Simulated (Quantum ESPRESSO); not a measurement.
Input and output of a self-consistent single point for CaS (Fm-3m, 2 atoms in the cell) (Quantum ESPRESSO).

Method: PBE, PSlibrary ultrasoft (PBE, semicore) pseudopotentials (plane waves; Quantum ESPRESSO 7.5).

The change in words: lattice scaled by 0.98. Reference geometry:
```
CaS
1.0
   -2.84500     0.00000     2.84500
    0.00000     2.84500     2.84500
   -2.84500     2.84500     0.00000
Ca S
1 1
Cartesian
  0.00000   0.00000   0.00000
 -2.84500   2.84500   2.84500
```

Reference input (self-consistent single point, DFT, PBE, plane waves, PSlibrary ultrasoft (PBE, semicore) pseudopotentials): ecutwfc = 50 Ry; ecutrho = 300 Ry; occupations = smearing; smearing = fermi-dirac; degauss = 0.00147 Ry; potentials = {Ca: Ca.pbe-spn-rrkjus_psl.1.0.0.UPF, S: S.pbe-n-rrkjus_psl.1.0.0.UPF}; K_POINTS = automatic 10 10 10 0 0 0; conv_thr = 1e-08 Ry; mixing_beta = 0.7. This run's input differs from it in these lines:

```diff
@@ -9,3 +9,3 @@
     ibrav = 2
-    celldm(1) = 10.7525416491
+    celldm(1) = 10.5374908161
     nat = 2
```

Log, with long lists cut:

```
     Self-consistent Calculation

     iteration #  1     ecut=    50.00 Ry     beta= 0.70

     Threshold (ethr) on eigenvalues was too large:
     Diagonalizing with lowered threshold

     total energy              =     -96.29449341 Ry
     estimated scf accuracy    <       0.07399669 Ry

     iteration #  2     ecut=    50.00 Ry     beta= 0.70

     total energy              =     -96.31654310 Ry
     estimated scf accuracy    <       0.02369762 Ry

     iteration #  3     ecut=    50.00 Ry     beta= 0.70

     total energy              =     -96.32198962 Ry
     estimated scf accuracy    <       0.00065552 Ry

   [... 7 blocks of this kind left out ...]

     iteration # 11     ecut=    50.00 Ry     beta= 0.70

     total energy              =     -96.32294628 Ry
     estimated scf accuracy    <       0.00000005 Ry

     iteration # 12     ecut=    50.00 Ry     beta= 0.70
     End of self-consistent calculation

     the Fermi energy is     7.9857 ev

!    total energy              =     -96.32294629 Ry
     estimated scf accuracy    <          3.6E-09 Ry
     smearing contrib. (-TS)   =       0.00000000 Ry
     internal energy E=F+TS    =     -96.32294629 Ry

     convergence has been achieved in  12 iterations

     Forces acting on atoms (cartesian axes, Ry/au):

     atom    1 type  1   force =    -0.00000000   -0.00000000   -0.00000000
     atom    2 type  2   force =     0.00000000    0.00000000    0.00000000

     Total force =     0.000000     Total SCF correction =     0.000000

          total   stress  (Ry/bohr**3)                   (kbar)     P=       45.77
   0.00031112  -0.00000000  -0.00000000           45.77       -0.00       -0.00
  -0.00000000   0.00031112   0.00000000           -0.00       45.77        0.00
  -0.00000000   0.00000000   0.00031112           -0.00        0.00       45.77

   JOB DONE.
```

The run converged in 12 iterations. Against the reference run the free energy rises by 22.4 meV/atom, the pressure goes from 0.49 to 4.58 GPa and the gap on the mesh goes from 2.357 to 2.208 eV.

The starting cell has typed, rounded lattice constants, without a prior relaxation at this level. For this run, on top of that: lattice scaled by 0.98. With a pressure of about 5 GPa the cell is away from its equilibrium volume at this level.

Cost on one core of a shared machine: roughly 30 s.
